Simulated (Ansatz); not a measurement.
# Pressure series in Al2O3

Start from Al2O3 in the corundum structure (space group R-3c, No. 167; a = 4.8088 Å, c = 13.1238 Å (hexagonal axes)).

Cell and atoms are relaxed at each pressure.

The values are results of PBE (Ansatz, an electronic-structure program), scalar-relativistic without spin-orbit coupling, not measurements.

Notes on the quantities. enthalpy: H = E + PV relative to the base's energy.

```tsv
variant	band gap	density	enthalpy
base	5.85 eV	3.87 g/cm³	–
pressure −2 GPa	5.74 eV	3.83 g/cm³	-0.11 eV/atom
pressure −1 GPa	5.80 eV	3.85 g/cm³	-0.05 eV/atom
pressure 0.9 GPa	5.90 eV	3.88 g/cm³	+0.05 eV/atom
pressure 2.1 GPa	5.96 eV	3.90 g/cm³	+0.11 eV/atom
pressure 4.5 GPa	?	?	+0.24 eV/atom
pressure 9 GPa	6.29 eV	4.01 g/cm³	+0.48 eV/atom
pressure 15 GPa	6.56 eV	4.10 g/cm³	+0.80 eV/atom
pressure 22.5 GPa	6.87 eV	4.20 g/cm³	+1.18 eV/atom
pressure 30 GPa	7.15 eV	4.30 g/cm³	+1.55 eV/atom
```

### Question
Complete the table.

### Answer

- pressure 4.5 GPa, band gap: 6.08 eV
- pressure 4.5 GPa, density: 3.94 g/cm³

Load acts through the strain it causes; cell and atoms are relaxed under it. No phonon test of stability was made. No other phases were tried under pressure.
